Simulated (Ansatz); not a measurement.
Take TiC in the rock salt structure (space group Fm-3m, No. 225; a = 4.333 Å; relaxed with 0.1 eV smearing) as the base.

Method: PBE in Ansatz (plane waves to 420 eV, PAW, no spin-orbit coupling).

Strains are applied to the cell and any free atomic positions relax.

One change was made to it. Results:

```csv
quantity,base,after
pressure,0.0 GPa,8.0 GPa
energy relative to the base (free energy F),0 meV/atom,+7.4 meV/atom
```

### Question
Name the change that was made.
(A) isotropic strain +2.00 %
(B) isotropic strain −3.00 %
(C) isotropic strain −1.00 %
(D) isotropic strain +2.50 %
(E) isotropic strain −0.50 %

### Answer
C, isotropic strain −1.00 %. For comparison, the energy relative to the base in the other runs: isotropic strain −3.00 % gives +71 meV/atom; isotropic strain +2.00 % gives +27 meV/atom; isotropic strain +2.50 % gives +41 meV/atom; isotropic strain −0.50 % gives +1.8 meV/atom.

Whether these cells are dynamically stable was not tested. All final runs are without spin polarisation.

Ansatz is an electronic-structure program.
